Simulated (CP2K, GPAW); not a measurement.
A GPAW input for a self-consistent single point of BaSn3S4 (Pm, 8 atoms in the cell) (DFT LDA (Perdew-Wang 92), plane waves, GPAW PAW datasets LDA (gpaw-data 1.0.1)):

```python
from ase import Atoms
from ase.units import GPa
from gpaw import GPAW

atoms = Atoms(['Ba', 'Sn', 'Sn', 'Sn', 'S', 'S', 'S', 'S'],
              cell=[[4.449010, 0.000000, 0.000000],
                    [0.000000, 4.205070, 0.000000],
                    [-0.101784, 0.000000, 11.745549]],
              scaled_positions=[[0.418110, 0.500000, 0.612650],
                                [0.149520, 0.500000, 0.105850],
                                [0.632800, 0.000000, 0.358630],
                                [0.870090, 0.000000, 0.879990],
                                [0.481910, 0.500000, 0.882260],
                                [0.008870, 0.500000, 0.351010],
                                [0.517470, 0.000000, 0.147640],
                                [0.921220, 0.000000, 0.661980]],
              pbc=True)

calc = GPAW(mode={'name': 'pw', 'ecut': 600},
            xc='LDA',
            kpts={'size': (3, 4, 2), 'gamma': True},
            occupations={'name': 'fermi-dirac', 'width': 0.05},
            nbands=-6,
            convergence={'bands': -4},
            symmetry={'symmorphic': False, 'tolerance': 0.0005},
            maxiter=120,
            txt='-')

atoms.calc = calc

energy = atoms.get_potential_energy()
print('Energy (eV):', round(energy, 6))
forces = atoms.get_forces()
print('Forces (eV/Ang):')
print(forces.round(5))
stress = atoms.get_stress()
print('Stress (GPa, Voigt):', (stress / GPa).round(4))
```

Task: Give the CP2K input for the same structure, mesh, smearing and functional.

Result: This is the input that was run; spellings and numerical settings could be chosen otherwise.

```
&GLOBAL
  PROJECT bulk
  RUN_TYPE ENERGY_FORCE
  PRINT_LEVEL LOW
&END GLOBAL
&FORCE_EVAL
  METHOD Quickstep
  STRESS_TENSOR ANALYTICAL
  &DFT
    BASIS_SET_FILE_NAME BASIS_MOLOPT
    POTENTIAL_FILE_NAME GTH_POTENTIALS
    &QS
      METHOD GPW
      EPS_DEFAULT 1E-10
    &END QS
    &MGRID
      CUTOFF 500
      REL_CUTOFF 50
      NGRIDS 5
    &END MGRID
    &SCF
      SCF_GUESS ATOMIC
      EPS_SCF 1E-7
      MAX_SCF 100
      ADDED_MOS 8
      &DIAGONALIZATION
        ALGORITHM STANDARD
      &END DIAGONALIZATION
      &MIXING
        METHOD BROYDEN_MIXING
        ALPHA 0.4
        NBUFFER 10
        BETA 1.5
      &END MIXING
      &SMEAR ON
        METHOD FERMI_DIRAC
        ELECTRONIC_TEMPERATURE [K] 580.23
      &END SMEAR
    &END SCF
    &KPOINTS
      SCHEME MONKHORST-PACK 3 4 2
      GAMMA_CENTERED T
    &END KPOINTS
    &XC
      &XC_FUNCTIONAL PADE
      &END XC_FUNCTIONAL
    &END XC
    &PRINT
      &MO
        EIGENVALUES T
        OCCUPATION_NUMBERS T
        NDIGITS 8
        FILENAME mo
        &EACH
          QS_SCF 0
        &END EACH
        ADD_LAST NUMERIC
      &END MO
      &MULLIKEN OFF
      &END MULLIKEN
    &END PRINT
  &END DFT
  &SUBSYS
    &CELL
      ABC 4.44901000 4.20507000 11.74599001
      ALPHA_BETA_GAMMA 90.00000000 90.49649852 90.00000000
      PERIODIC XYZ
    &END CELL
    &COORD
      SCALED
      Ba       0.41811000     0.50000000     0.61265000
      Sn       0.14952000     0.50000000     0.10585000
      Sn       0.63280000     0.00000000     0.35863000
      Sn       0.87009000     0.00000000     0.87999000
      S        0.48191000     0.50000000     0.88226000
      S        0.00887000     0.50000000     0.35101000
      S        0.51747000     0.00000000     0.14764000
      S        0.92122000     0.00000000     0.66198000
    &END COORD
    &KIND Ba
      BASIS_SET DZVP-MOLOPT-SR-GTH
      POTENTIAL GTH-PADE-q10
    &END KIND
    &KIND Sn
      BASIS_SET DZVP-MOLOPT-SR-GTH
      POTENTIAL GTH-PADE-q4
    &END KIND
    &KIND S
      BASIS_SET DZVP-MOLOPT-SR-GTH
      POTENTIAL GTH-PADE-q6
    &END KIND
  &END SUBSYS
  &PRINT
    &FORCES ON
    &END FORCES
    &STRESS_TENSOR ON
    &END STRESS_TENSOR
  &END PRINT
&END FORCE_EVAL
```

Basis, cutoffs, solver keys and any potentials are the target program's own. This input uses DFT LDA (Pade form), GPW, DZVP-MOLOPT-SR-GTH basis, GTH-PADE potentials (GTH_POTENTIALS). LDA parametrisations can differ slightly between programs.

The starting cell comes from a database of computed structures (which also holds hypothetical and non-ambient phases and stackings), without a prior relaxation at this level.
